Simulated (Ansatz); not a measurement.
The reference is CdSe in the zinc blende structure (space group F-43m, No. 216; a = 6.1333 Å). Axes: x, y, z lie along the cube axes.

All numbers come from r2SCAN (Ansatz, a first-principles code; PAW; 500 eV plane waves; spin-orbit coupling left out), earlier PAW set.

Base values:

* **Band gap**: 1.03 eV

Perturbation: biaxial strain −2.06 %, plane normal [001], relaxed out of plane (Cartesian); in-plane vectors clamped, the third vector and the atoms free.

**Question.** How does this affect the in-plane stress, out-of-plane strain and band gap?

**Answer.** The mean in-plane stress (compression positive) comes out as +0.9 GPa; the out-of-plane strain is +2.93 %; the band gap falls by 0.03 eV, from 1.03 eV to 1.00 eV.

Stability against distortions was not tested.
